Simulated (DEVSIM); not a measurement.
Schottky contact on n-type β-Ga2O3

Device: Schottky contact on n-type β-Ga2O3, at 300 K.

| layer (left to right) | material | thickness (μm) | Nd (cm⁻³) | τn (s) | τp (s) |
|---|---|---|---|---|---|
| 1 | β-Ga2O3 | 4.70 | 2e16 | 2.5e-8 | 2.5e-8 |

Left contact: Schottky, work function 4.93 eV, emission velocity 2e6 cm/s. Right contact: ohmic. Voltage is applied to the left contact. Recombination: SRH at mid-gap, radiative. Mobility is μmin + (μ − μmin)/(1 + (N/Nref)^α).

This is a model device: material constants are rounded textbook-type values typed into the input, and sizes, dopings and lifetimes were drawn at random. Values at 300 K.

```tsv
parameter	β-Ga2O3
gap (eV)	4.8
affinity (eV)	4
permittivity	10
Nc (cm⁻³)	3.7e18
Nv (cm⁻³)	5e20
μn (cm²/Vs)	160
μp (cm²/Vs)	1
μn,min	20
μp,min	0.1
Nref,n	1e18
Nref,p	1e18
αn	0.8
αp	0.8
B (cm³/s)	1e-12
```

Simulated with DEVSIM: 1D drift-diffusion, Boltzmann statistics, complete ionisation; no tunnelling, impact ionisation, image-force lowering or self-heating. Metal contacts follow the ideal Schottky-Mott rule: no Fermi-level pinning, no interface dipoles.

The potential step across the device at zero bias is 0.795 V. The largest field in the device at zero bias is 74000 V/cm, the dark forward voltage at 1 A/cm² is 0.578 V and the dark forward voltage at 100 A/cm² comes out as 0.796 V.

Dark forward current:

| V (V) | J (A/cm²) |
|---|---|
| 0.05 | 1.4e-9 |
| 0.10 | 1.1e-8 |
| 0.20 | 5.4e-7 |
| 0.25 | 3.7e-6 |
| 0.35 | 0.00017 |
| 0.40 | 0.0012 |
| 0.50 | 0.054 |
| 0.55 | 0.36 |
| 0.65 | 11 |
| 0.70 | 32 |
| 0.75 | 64 |
| 0.85 | 150 |
| 0.90 | 190 |
| 1.00 | 280 |
| 1.05 | 330 |
| 1.15 | 430 |
| 1.20 | 480 |
| 1.30 | 580 |
| 1.35 | 630 |
| 1.40 | 680 |
| 1.50 | 780 |
| 1.55 | 830 |
| 1.65 | 930 |
| 1.70 | 990 |
| 1.80 | 1100 |
| 1.85 | 1100 |
| 1.95 | 1200 |
| 2.00 | 1300 |

Dark reverse current:

```tsv
V (V)	J (A/cm²)
-0.04	-1.9e-10
-0.10	-2.4e-10
-0.20	-2.4e-10
-0.30	-2.5e-10
-0.40	-2.5e-10
-0.60	-2.5e-10
-0.80	-2.5e-10
-1.00	-2.5e-10
-1.30	-2.6e-10
-1.60	-2.6e-10
-2.00	-2.6e-10
```
